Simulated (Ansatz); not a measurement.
The parent structure is ZnS in the wurtzite structure (space group P6_3mc, No. 186; a = 3.806 Å, c = 6.245 Å).

All numbers come from r2SCAN/PAW in Ansatz (a first-principles code), spin-orbit coupling left out.

One change was made to it. Results:

The band gap grows by 0.70 eV, from 2.78 eV to 3.48 eV; the valence-band top at Γ (three highest levels, from the VBM) changes from 0.00, 0.00, -0.08 eV to 0.00, 0.00, -0.26 eV; the shortest interatomic distance drops by 0.178 Å, from 2.333 Å to 2.155 Å.

**Question.** Name the change that was made.
A. pressure 3 GPa
B. pressure 7 GPa
C. pressure 30 GPa
D. pressure −1 GPa
E. pressure −2 GPa

**Answer.** C, pressure 30 GPa. For comparison, the band gap in the other runs: pressure −1 GPa gives 2.72 eV; pressure 7 GPa gives 3.13 eV; pressure 3 GPa gives 2.94 eV; pressure −2 GPa gives 2.65 eV.

Load acts through the strain it causes; cell and atoms are relaxed under it. Stability against distortions was not tested. Tetrahedral semiconductors of this kind turn to denser phases somewhere between about 1 and 50 GPa; those were not computed, so compressed cells here can lie past the real transition.
